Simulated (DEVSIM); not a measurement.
Device: GaN p-n junction from an implanted or diffused profile, at 300 K.

```csv
layer (left to right),material,thickness (μm),Nd (cm⁻³),τn (s),τp (s)
1,GaN,18.0,2.1e14,5.7e-8,5.7e-8
```

Added acceptor profile: 1.5e17 cm⁻³ × exp(−(x − 0.06 μm)²/(2·(0.25 μm)²)). Left contact: ohmic. Right contact: ohmic. Voltage is applied to the left contact. Recombination: SRH at mid-gap, Auger. Mobility is μmin + (μ − μmin)/(1 + (N/Nref)^α).

Constants are typed, rounded textbook-type inputs, not results; the design itself was drawn at random and stands for no fabricated device. Values at 300 K.

```tsv
parameter	GaN
gap (eV)	3.43
affinity (eV)	4.1
permittivity	9.5
Nc (cm⁻³)	2.3e18
Nv (cm⁻³)	4.6e19
μn (cm²/Vs)	1200
μp (cm²/Vs)	100
μn,min	55
μp,min	3
Nref,n	2e17
Nref,p	3e17
αn	1
αp	2
Cn (cm⁶/s)	1e-30
Cp (cm⁶/s)	1e-30
```

Simulated with DEVSIM: 1D drift-diffusion, Boltzmann statistics, complete ionisation; no tunnelling, impact ionisation, image-force lowering or self-heating.

The straggle of the profile was swept, all else fixed.

| straggle of the profile (μm) | dark forward voltage at 1 A/cm² (V) | potential step across the device at zero bias (V) | dark forward voltage at 100 A/cm² (V) |
|---|---|---|---|
| 0.075 | 2.947 | 3.033 | 3.567 |
| 0.12 | 2.950 | 3.038 | ? |
| 0.17 | 2.953 | 3.040 | 3.502 |
| 0.25 | 2.955 | 3.041 | 3.472 |
| 0.35 | 2.957 | 3.041 | 3.444 |
| 0.5 | 2.958 | 3.041 | 3.415 |
| 0.75 | 2.958 | 3.041 | 3.382 |

Fill in the missing entries.


- 0.12, dark forward voltage at 100 A/cm² (V): 3.530
